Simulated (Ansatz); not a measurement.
# SiC under a change: pressure 0.3 GPa

Base system: SiC (space group P6_3mc, No. 186; a = 3.095 Å, c = 15.186 Å).

Modification: a hydrostatic pressure of 0.3 GPa.

Level of theory: plane-wave PAW DFT at the PBE level (Ansatz, a program for electronic structure, 420 eV), no spin-orbit coupling, earlier PAW set. k-mesh 10×10×2 (Γ-centred); smearing 0.05 eV (Fermi–Dirac).

| quantity | base | changed | shift |
|---|---|---|---|
| volume per atom | 10.50 Å³ | 10.48 Å³ | -0.015 Å³ |
| density | 3.17 g/cm³ | 3.18 g/cm³ | +0.004 g/cm³ |
| lattice parameter a | 3.095 Å | 3.094 Å | -0.001 Å |
| enthalpy H = E + PV relative to the base's energy | – | +0.02 eV/atom | – |
| band gap (an upper bound: an edge found on the path is not a true extremum; both cells) | 2.03 eV | 2.03 eV | 0.00 eV |

Cost of the whole job for the changed cell (relaxation, final SCF and bands): about 110 core-seconds (a rough figure).

Load acts through the strain it causes; cell and atoms are relaxed under it. Whether these cells are dynamically stable was not tested.
